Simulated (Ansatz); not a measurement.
Response to strain in KTaO3

Start from KTaO3 in the cubic perovskite structure (space group Pm-3m, No. 221; a = 3.952 Å). Axes: x, y, z lie along the cube axes.

Strains are applied to the cell and any free atomic positions relax; under biaxial strain the out-of-plane vector relaxes too.

The values are results of LDA in Ansatz (plane waves to 420 eV, PAW, no SOC), not measurements.

Notes on the quantities. energy relative to the base: free energy F.

```csv
"biaxial strain, plane normal [111], relaxed out of plane (%)",energy relative to the base (meV/atom)
-2.5,18.6
-2,11.9
-1.5,?
-1,3.0
-0.5,0.8
0,0.0
```

Q: Fit ΔE = Aε² + Bε³ (ε in %) to the rows shown and predict the withheld row.

A: Least squares on the printed values gives A = 3.00 and B = 0.011 meV/atom (largest residual 0.1 meV/atom); this predicts 6.7 meV/atom, and the run gives 6.6 meV/atom, in agreement.

Whether these cells are dynamically stable was not tested.

Ansatz is a program for electronic structure.
